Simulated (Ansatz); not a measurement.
## Lattice parameter a of zinc-blende LiH (model structure) at several levels of theory

No measured value is used here.

```
level (code)      value (Å)
---------------  ----------
LDA (Ansatz)          4.180
PBE (Ansatz)          4.287
PBEsol (Ansatz)  (withheld)
r²SCAN (Ansatz)       4.293
HSE06 (Ansatz)        4.272
```

Some entries are withheld; supply them.


- PBEsol (Ansatz, a program for electronic structure), value (Å): 4.257

K meshes differ between the levels. Ansatz's density-functional and Hartree–Fock values are scalar-relativistic unless marked +SOC, with PAW data made under PBE.

A model structure was made by putting elements into a prototype or built by hand; it is no filed structure, need not be a known phase, and can be a saddle point held by its symmetry.
